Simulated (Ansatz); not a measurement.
Input and output of a self-consistent single point for CaMgNi4 (R3m, 6 atoms in the cell) (Ansatz, a first-principles code).

Method: LDA (PW92), default PAW files made with PBE (plane waves; Ansatz).

The change in words: lattice scaled by 0.98; basis.ecutwfc: 420 eV → 295 eV. Reference geometry:
```
CaMgNi4
1.0
    0.00000     3.48248     3.48248
    3.48248     0.00000     3.48248
    3.48248     3.48248     0.00000
Ca Mg Ni
1 1 4
Direct
  0.50414   0.50414   0.50414
  0.75000   0.75000   0.75000
  0.12406   0.12406   0.12406
  0.62782   0.12406   0.12406
  0.12406   0.12406   0.62782
  0.12406   0.62782   0.12406
```
Moments meant for the start (each program seeds them in its own way; μB, in the order of the atoms Ca Mg Ni Ni Ni Ni): 0.0 0.0 2.0 2.0 2.0 2.0.

Reference input (self-consistent single point, DFT, LDA (PW92), plane waves, default PAW files made with PBE): basis.ecutwfc = 420 eV; kpoints.mp_grid.grid = 4 4 4; hamiltonian.xc = lda; hamiltonian.pseudopotentials = {kind: paw} (the program's default PAW files); magnetization.spin_polarized = true; scf.occupations.method = fermi_dirac; scf.occupations.width = 0.1 eV. This run's input differs from it in these lines:

Ansatz 0.2 input:
```diff
@@ -3,5 +3,5 @@
   lattice:
-    - [0.00000000, 3.48248100, 3.48248100]
-    - [3.48248100, 0.00000000, 3.48248100]
-    - [3.48248100, 3.48248100, 0.00000000]
+    - [0.00000000, 3.41283100, 3.41283100]
+    - [3.41283100, 0.00000000, 3.41283100]
+    - [3.41283100, 3.41283100, 0.00000000]
   atoms:
@@ -14,3 +14,3 @@
 basis:
-  ecutwfc: 420.0
+  ecutwfc: 295.0
 kpoints:
```

Output (repeated stretches shortened):

```
SCF iter   1: F=—  HF=-26769.871433 eV  |F-HF|=—  |Δ(HF+E_count)|=         —  Δρ=2.27e-1 (↑2.27e-1 ↓8.30e-2)  dr2=1.50e1  dr2_m=1.65e1  M=1.861 μB ∫|m|=2.253 μB  β_m=0.30  ethr=3.10e-3  ⟨swp⟩=8.0  Hψ=6681  notcnv=0  defer=15
Mixer restart at iter 1: flushing history
all-band conjugate gradients solve this SCF's bands
preconditioner: auto → Kerker (q_TF=auto, 2.796 Å⁻¹)
   [... lines left out ...]
SCF iter  15: F=—  HF=-26767.584877 eV  |F-HF|=—  |Δ(HF+E_count)|=   1.58e-8  Δρ=2.24e-6 (↑1.98e-6 ↓2.24e-6)  dr2=9.58e-9  dr2_m=1.34e-11  M=-0.000 μB ∫|m|=0.000 μB  β_m=0.88  ethr=1.84e-10  ⟨swp⟩=2.0  Hψ=1793  notcnv=0  defer=140
SCF iter  16: F=-26767.584877 eV  HF=-26767.584877 eV  |F-HF|=5.05e-8  |Δ(HF+E_count)|=   2.65e-9  Δρ=4.53e-6 (↑4.52e-6 ↓4.53e-6)  dr2=5.40e-8  dr2_m=1.48e-13  M=-0.000 μB ∫|m|=0.000 μB  ethr=1.04e-11  ⟨swp⟩=7.1  Hψ=5565  notcnv=0
SCF 1 converged in 16 iterations: F = -26767.584877 eV  dr2 = 5.40e-8
WARN: the starting moments were not kept: the SCF closed with an absolute magnetisation of 5.6e-7 μB, where they sum to 8 μB in size (4 sites) …
Magnetization: -0.0000 μB (46.0000 up, 46.0000 down)
   [... lines left out ...]
Absolute magnetization: 0.0000 μB (∫|ρ↑−ρ↓|, with the PAW one-centre terms)
Free energy (F): -26767.584877 eV
Fermi energy:    13.930242 eV
   [... lines left out ...]
  atom   6  Ni     0.00017193     0.10448214     0.00017193
--- Stress (GPa, compression-positive) ---
        0.901735       0.123409       0.123409
        0.123409       0.901735       0.123409
        0.123409       0.123409       0.901735
  P = ⅓ Tr σ = 0.9017 GPa (9.017 kbar)
  The stress holds the Pulay correction. Without it, at fixed plane waves, as pw.x and ABINIT print it: P = -28.8243 GPa
```

The run converged in 16 iterations. Against the reference run the free energy rises by 256 meV/atom, the pressure goes from -7.69 to 0.90 GPa and the largest force goes from 0.347 to 0.381 eV/Å.

The starting cell comes from a database of computed structures (which also holds hypothetical and non-ambient phases and stackings), without a prior relaxation at this level. Its lattice was rescaled by up to half a per cent. One atom was moved a little off its site on purpose. For this run, on top of that: lattice scaled by 0.98. The starting moments vanished: the run ended non-magnetic, which need not be the lowest state. The program warned that a starting moment was not kept. Ansatz's pressure includes its estimate of the finite-basis (Pulay) stress. Without the estimate this run gives -28.82 GPa. The cutoff lies below the one recommended for these files.
